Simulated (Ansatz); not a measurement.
**Te3As2 (model structure, R-3m, No. 166, 5 atoms in the cell)**

These are PBEsol+SOC (plane waves, PAW; Ansatz, a first-principles code) values and carry that method's errors.

Numerical settings: plane-wave cutoff 520 eV, 16×16×16 k mesh, Fermi–Dirac smearing 0.05 eV, PAW data made under PBE.

Cell (relaxed with PBEsol):

As₂Te₃ is taken in the trigonal space group R-3m, hexagonal axes (No. 166), Pearson symbol hR5. Lattice parameters: a = 4.0439 Å, b = 4.0439 Å, c = 28.6185 Å, α = 90.00°, β = 90.00°, γ = 120.00°. As on 6c has 6 Te at 2.826–2.958 Å (octahedral). Te1 on 3a sees 6 As at 2.958 Å (octahedral). Te2 on 6c is surrounded by 3 As at 2.826 Å (trigonal pyramidal). (Neighbours: up to the widest gap in distance over summed covalent radii, below 1.35, at either atom.)
(The calculation used a cell of 5 atoms; values per cell refer to that cell.)

```json
{
  "band_gap": "0.00 eV (under three smearing widths, so not firm)",
  "smallest_direct_gap_on_the_k_points_sampled": "0.05 eV (under three smearing widths, so not firm)",
  "direct gap at Γ": "0.10 eV (under three smearing widths, so not firm)"
}
```

Note: the relaxation could raise the start's symmetry but not lower it, so the cell can be a saddle point.

The result took around 23 core-minutes (rough).

A model structure was made by putting elements into a prototype or built by hand; it is no filed structure, need not be a known phase, and can be a saddle point held by its symmetry.
